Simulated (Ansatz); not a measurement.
**CsCr$_{3}$Sb$_{5}$ (space group P6/mmm, No. 191; ferromagnetic; a hypothetical phase, not in the database extracts checked)**

```xyz
9
Lattice="5.5065 0.0000 0.0000 -2.7532 4.7688 0.0000 0.0000 0.0000 9.7263" Properties=species:S:1:pos:R:3 pbc="T T T"
Cs     0.0000     0.0000     0.0000
Cr     2.7532     0.0000     4.8632
Cr     1.3766     2.3844     4.8632
Cr    -1.3766     2.3844     4.8632
Sb     0.0000     0.0000     4.8632
Sb     0.0000     3.1792     2.6769
Sb     2.7532     1.5896     2.6769
Sb     2.7532     1.5896     7.0494
Sb     0.0000     3.1792     7.0494
```

The values are results of PBE/PAW in Ansatz (an electronic-structure program), no spin-orbit coupling, not measurements. k-mesh 10×10×5 (Γ-centred); smearing 0.05 eV (Fermi–Dirac).

| Property | Value |
|---|---|
| Volume per atom | 28.38 Å³ |
| Density | 5.84 g/cm³ |
| Band gap | zero |
| Magnetic state | ferromagnetic |
| Total energy | -5358.533 eV/atom (σ→0; compares only within this code and set-up) |

The magnetic state is the one reached from the starting moments; the real material's order can differ, and small cells can't hold many antiferromagnetic ones. Whether these cells are dynamically stable was not tested.
